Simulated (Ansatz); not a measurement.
We consider C (model structure, I4₁32, No. 214), described by HSE06 (Ansatz, a program for electronic structure, plane waves, PAW).

Input:

Ansatz 0.2 input:
```yaml
crystal:
  lattice:
    - [-2.0523217644, 2.0523217644, 2.0523217644]
    - [2.0523217644, -2.0523217644, 2.0523217644]
    - [2.0523217644, 2.0523217644, -2.0523217644]
  atoms:
    - { symbol: C, position: [0.0, 0.25, 0.5] }
    - { symbol: C, position: [0.25, 0.5, 0.0] }
    - { symbol: C, position: [0.5, 0.0, 0.25] }
    - { symbol: C, position: [0.25, 0.25, 0.25] }
basis:
  ecutwfc: 460
  ecutrho_ratio: 4
  xc_grid: 2
kpoints:
  mp_grid: { grid: [10, 10, 10] }
hamiltonian:
  xc: hse06
  dispersion: none
  pseudopotentials: { kind: paw }
scf:
  occupations: { method: fermi_dirac, width: 0.05 }
  convergence: { dr2_threshold: 0.0000000004 }
output:
  forces: true
  stress: true
  eigenvalues: true
```

The run printed, among other lines:

```
WARN output.stress: scf.exx.energy_threshold = 1e-6 eV is looser than the 4e-8 eV advised for a stress under a hybrid functional (1e-8 eV for each atom of the …
Crystal: 4 atoms, lattice volume = 34.578 Å³
Basis set: ecut = 460 eV, 767 PW (Γ), exchange–correlation on 50×50×50 points (8 copies of the dense FFT grid, shifted against one another)
Bands: 12, of which v1, the nominal top of the filled ones, is band 8 counted from 1 (7 counted from 0)
Symmetry: 24 space group operations
Space group: I4132 (ITA 214), of the structure as read, at distance tolerance 3.3e-5 Å
k-points: 47 of 1000 (time reversal used)
SCF iter   1: F=—  HF=-998.557722 eV  |F-HF|=—  |Δ(HF+E_count)|=         —  Δρ=5.24e-3  dr2=3.77e-3
SCF iter   2: F=—  HF=-998.559350 eV  |F-HF|=—  |Δ(HF+E_count)|=   1.63e-3  Δρ=3.00e-3  dr2=1.28e-3
  ...
SCF 1 converged in 7 iterations: F = -998.560426 eV  dr2 = 9.60e-11
Crystal: 4 atoms, lattice volume = 34.578 Å³
Initial density: handed on by an earlier stage of this run
Crystal: 4 atoms, lattice volume = 34.578 Å³
SCF iter   4: F=—  HF=-997.731145 eV  |F-HF|=—  |Δ(HF+E_count)|=  6.92e-10  Δρ=1.47e-6  dr2=1.01e-9
SCF iter   5: F=-997.731145 eV  HF=-997.731145 eV  |F-HF|=8.07e-11  |Δ(HF+E_count)|=  6.22e-10  Δρ=5.79e-7  dr2=7.64e-11
SCF 3 converged in 5 iterations: F = -997.731145 eV  dr2 = 7.64e-11
Free energy (F): -997.731145 eV
Internal energy: -997.713596 eV  (E = F + TS)
E sigma→0 (E₀):  -997.722371 eV
Fermi energy:    6.823156 eV
--- Forces (eV/Å), atoms counted from 1 ---
  atom   1  C      0.00000000     0.00000000     0.00000000
  atom   2  C      0.00000000    -0.00000000    -0.00000000
  atom   3  C      0.00000000     0.00000000    -0.00000000
  atom   4  C     -0.00000000    -0.00000000    -0.00000000
--- Stress (GPa, compression-positive) ---
       -1.537475       0.000000      -0.000000
        0.000000      -1.537475       0.000000
       -0.000000       0.000000      -1.537475
  P = ⅓ Tr σ = -1.5375 GPa (-15.375 kbar)
```

The PAW data were made under PBE.

Note: PBE has no gap here, and a hybrid on a coarse mesh can open a false one. Note: the cell keeps the symmetry of its start, so it can be a saddle point. Note: cell and atoms aren't relaxed at this level (pressure -1.5 GPa).

A model structure was made by putting elements into a prototype or built by hand; it is no filed structure, need not be a known phase, and can be a saddle point held by its symmetry.
